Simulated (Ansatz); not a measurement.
The parent structure is AlN in the wurtzite structure (space group P6_3mc, No. 186; a = 3.089 Å, c = 4.943 Å). Axes: x lies along a and z along c of the hexagonal cell.

The values are results of LDA (Ansatz, an electronic-structure program, PAW, no SOC), not measurements.

The change: uniaxial strain ε_zz = +2.40 %, all other strain components held at zero, atoms relaxed at fixed cell.

Problem. Predict the stress tensor and what it implies for the stiffness.

Solution. Stress of the strained cell less that of the base (GPa, compression positive):
```
  -2.36    0.00    0.00
   0.00   -2.36    0.00
   0.00    0.00   -8.86
```

Then −Δσ_ii/ε with ε = 0.0240 gives secant stiffness values (nonlinear terms included at this strain): C33 ≈ 369 GPa, C13 ≈ 98 GPa and C23 ≈ 98 GPa.

As a check, the harmonic strain energy −½ V₀ Δσ:ε is 6.8 meV/atom; the computed energy rise is 6.8 meV/atom.

Stability against distortions was not tested.
